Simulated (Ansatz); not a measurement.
Start from HgTe in the zinc blende structure (space group F-43m, No. 216).

```cif
data_Hg4Te4
_chemical_formula_sum 'Te4 Hg4'
_space_group_name_H-M_alt 'F-43m'
_space_group_IT_number 216
_space_group_name_Hall 'F -4 2 3'
_cell_length_a 6.65069
_cell_length_b 6.65069
_cell_length_c 6.65069
_cell_angle_alpha 90.000
_cell_angle_beta 90.000
_cell_angle_gamma 90.000
loop_
_atom_site_label
_atom_site_type_symbol
_atom_site_symmetry_multiplicity
_atom_site_Wyckoff_symbol
_atom_site_fract_x
_atom_site_fract_y
_atom_site_fract_z
_atom_site_occupancy
Te1 Te 4 c 0.25000 0.25000 0.25000 1
Hg1 Hg 4 a 0.00000 0.00000 0.00000 1
```
(The calculation used a cell of 2 atoms; values per cell refer to that cell.)

Method: PBE (Ansatz, a program for electronic structure, PAW, no SOC), earlier PAW set.

For the base:

| Property | Value |
|---|---|
| Volume per atom | 36.77 Å³ |
| Band gap | zero |

Perturbation: hydrostatic tension (pressure −2 GPa).

**Question.** What happens to the volume per atom?

**Answer.** The volume per atom rises by 2.68 Å³ (36.77 Å³ → 39.45 Å³).

**Question.** How does this affect the band gap?

**Answer.** The band gap remains zero.

Spin-orbit coupling, missing from the scalar runs, can matter with Hg and Te. Load acts through the strain it causes; cell and atoms are relaxed under it. Stability against distortions was not tested. All final runs are without spin polarisation. The zero or small gap of HgTe can change with the level of theory.
